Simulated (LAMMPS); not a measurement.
MD of CuAu (L1_0) at zero pressure, 4312 atoms, as a liquid; each row is its own run.

Level of theory: classical MD, pair style eam, the elements' _u3.eam files (universal-3 set of Foiles, Baskes and Daw), run in LAMMPS.

```csv
T (K),D(Cu) (cm²/s)
840,5.47e-6
1200,2.43e-5
1320,3.16e-5
1500,4.48e-5
1680,6.05e-5
```

Fit an Arrhenius law, ln y = a + b / x, to these rows (x is the first column, y the second) and predict the run at x = 1080.

Least squares gives a = -7.3107 and b = -4025. The slope times kB gives an activation energy of 0.35 eV. At x = 1080 the fit predicts 1.61e-5 cm²/s. The run itself gave (1.70 ± 0.01) × 10^-5 cm²/s, so the fit is 5.3 % low.

Caution: a run this short can hold a crystal over, or a liquid under, the potential's own melting point, which these runs don't give.

Errors of D are the spread over four groups of atoms in one short run; a floor of about 5 %, a picked value, is safer.
